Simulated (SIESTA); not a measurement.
Input and output of a self-consistent single point for Mo (Im-3m, 1 atom in the cell) (SIESTA).

Method: SIESTA with GGA PBE, numerical atomic orbitals DZP, PseudoDojo PBE standard norm-conserving potentials (rewritten from UPF to PSML).

The change in words: lattice scaled by 0.98. Reference geometry:
```xyz
1
Lattice="-1.5680 1.5680 1.5680 1.5680 -1.5680 1.5680 1.5680 1.5680 -1.5680" Properties=species:S:1:pos:R:3 pbc="T T T"
Mo     0.0000     0.0000     0.0000
```

Reference input (self-consistent single point, DFT, GGA PBE, numerical atomic orbitals DZP, PseudoDojo PBE standard norm-conserving potentials (rewritten from UPF to PSML)): XC.functional = GGA; XC.authors = PBE; potentials = PseudoDojo PBE standard; PAO.BasisSize = DZP; PAO.EnergyShift = 0.01 Ry; MeshCutoff = 400 Ry; kgrid.MonkhorstPack = 15 15 15; OccupationFunction = MP; OccupationMPOrder = 0; ElectronicTemperature = 0.05 eV; MaxSCFIterations = 150; SCF.Mixer.Method = Pulay. This run's input differs from it in these lines:

```diff
@@ -9,7 +9,7 @@
 %endblock ChemicalSpeciesLabel
-LatticeConstant              2.715807 Ang
+LatticeConstant              2.661492 Ang
 %block LatticeVectors
-    -0.577350305    0.577350305    0.577350305
-     0.577350305   -0.577350305    0.577350305
-     0.577350305    0.577350305   -0.577350305
+    -0.577350223    0.577350223    0.577350223
+     0.577350223   -0.577350223    0.577350223
+     0.577350223    0.577350223   -0.577350223
 %endblock LatticeVectors
```

Log, with long lists cut:

```
        iscf     Eharris(eV)        E_KS(eV)     FreeEng(eV)     dDmax    Ef(eV) dHmax(eV)
   scf:    1    -1901.700109    -1910.450079    -1910.450630  0.499755 -2.029732  5.934717
   scf:    2    -1911.552319    -1911.025231    -1911.025723  0.154509 -2.451438  3.951678
   scf:    3    -1911.721504    -1911.472042    -1911.473379  0.270268 -3.463183  0.045730
   scf:    4    -1911.472082    -1911.472238    -1911.473606  0.010280 -3.458703  0.081132
   scf:    5    -1911.472396    -1911.472348    -1911.473721  0.003706 -3.493047  0.008517
   scf:    6    -1911.472348    -1911.472349    -1911.473722  0.000621 -3.489341  0.004902
   scf:    7    -1911.472351    -1911.472350    -1911.473723  0.000275 -3.490734  0.000087
mix: Pulay -- inversion failed, > SVD [rank/size] 2 / 5
   scf:    8    -1911.472350    -1911.472350    -1911.473723  0.000006 -3.490713  0.000008
SCF Convergence by DM+H criterion
max |DM_out - DM_in|         :     0.0000055770
max |H_out - H_in|      (eV) :     0.0000075381
SCF cycle converged after 8 iterations

Using DM_out to compute the final energy and forces

siesta: E_KS(eV) =            -1911.4724

siesta: E_KS - E_eggbox =     -1911.4724

siesta: Atomic forces (eV/Ang):
     1   -0.000000    0.000000    0.000000
   Tot   -0.000000    0.000000    0.000000
   Max    0.000000
   Res    0.000000    sqrt( Sum f_i^2 / 3N )
   Max    0.000000    constrained

Stress tensor Voigt[x,y,z,yz,xz,xy] (kbar):     -259.23     -259.23     -259.23        0.01        0.01        0.01
(Free)E + p*V (eV/cell)    -1909.1255
Target enthalpy (eV/cell)    -1911.4737

siesta: Program's energy decomposition (eV):
siesta: FreeEng =     -1911.473723

siesta: Stress tensor (static) (eV/Ang**3):
siesta:    -0.161801    0.000006    0.000006
siesta:     0.000006   -0.161801    0.000006
siesta:     0.000006    0.000006   -0.161801

siesta: Cell volume =         14.512877 Ang**3

siesta: Pressure (static):
siesta:                Solid            Molecule  Units
siesta:           0.00176224          0.00176224  Ry/Bohr**3
siesta:           0.16180121          0.16180121  eV/Ang**3
siesta:         259.23412518        259.23412518  kBar
```

The run converged in 8 iterations. Against the reference run the free energy rises by 85.3 meV/atom and the pressure goes from 5.54 to 25.92 GPa.

The starting cell comes from a database of computed structures (which also holds hypothetical and non-ambient phases and stackings), without a prior relaxation at this level. Its lattice was rescaled by a random factor within 2.5 % of one. For this run, on top of that: lattice scaled by 0.98. Spin polarisation is off. Values carry the incompleteness of an atom-centred basis. With a pressure of about 26 GPa the cell is away from its equilibrium volume at this level.

Cost on one core of a shared machine: roughly 30 s.
